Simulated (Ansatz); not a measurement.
Pt: response to strain

The reference is Pt in the fcc (Cu type) structure (space group Fm-3m, No. 225; a = 3.8954 Å; relaxed with 0.1 eV smearing). Axes: x, y, z lie along the cube axes.

Strains are applied to the cell and any free atomic positions relax; under biaxial strain the out-of-plane vector relaxes too.

Method: plane-wave PAW DFT at the LDA level (Ansatz, a first-principles code, 420 eV), no spin-orbit coupling.

Candidates:
(a) biaxial strain +1.25 %, plane normal [111], relaxed out of plane
(b) biaxial strain +0.83 %, plane normal [111], relaxed out of plane
(c) biaxial strain −0.83 %, plane normal [111], relaxed out of plane

Problem. Order them by out-of-plane strain, highest first.

Solution. (c) biaxial strain −0.83 %, plane normal [111], relaxed out of plane (+0.97 %), (b) biaxial strain +0.83 %, plane normal [111], relaxed out of plane (-0.93 %), (a) biaxial strain +1.25 %, plane normal [111], relaxed out of plane (-1.39 %)

Whether these cells are dynamically stable was not tested. The final runs are not spin-polarised.
